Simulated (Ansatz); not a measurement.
Ni on the (000-1) surface of 4H silicon carbide (H on every top atom; a constructed slab, bottom: 1 H on 1 bottom sites), one in a cell of 33 Å², energies for each. Energies are against an atom of fcc Ni, ferromagnetic, without zero-point or thermal terms; each row is named by its start.

Host crystal: 4H silicon carbide, with a band gap (PBE, scalar-relativistic without spin-orbit coupling).

Calculation: PBE (plane waves to 420 eV, PAW; Ansatz, a quantum-chemistry and plane-wave program).

Slab: 41 atoms, 10.8 Å thick at the start with caps and adatoms under the adsorbate (thin: gaps and levels are the slab's own); k 4x4x1, smearing 0.01 eV, dipole-corrected; 20 atoms held, the rest relaxed; each run with such symmetry as its start has; spin-polarised, no spin-orbit, no U, no dispersion correction.

A negative adsorption energy means that the adsorbate is more stable on the surface than in its reference. Starts that drift may end in the same place. Heights count from the host atoms within 0.3 Å of the top one. Moments of ungapped slabs depend on the mesh.

| starting site | E_ads (eV) | height (Å) | nearest host atom (Å) | bonded to | change of the vacuum step (eV) | lateral drift (Å) | moment (μB) |
|---|---|---|---|---|---|---|---|
| top H (the adsorbate is not bonded to the surface) | 4.68 | 2.13 | H 2.13 | none within bonding distance | 0.67 | 0.0 | 2.0 |
| hollow H-H-H over Si at depth 1.7 Å | 4.09 | 0.32 | H 1.81 | 3 C + 3 H + Si | 0.47 | 0.0 | 0.0 |
| hollow H-H-H over Si at depth 4.2 Å | 3.53 | -0.33 | C 2.02 | 3 C + 3 Si | 0.34 | 0.0 | 0.0 |
| bridge H-H (span 3.1 Å) | 3.53 | -0.33 | C 2.02 | 3 C + 3 Si | 0.35 | 0.9 | 0.0 |
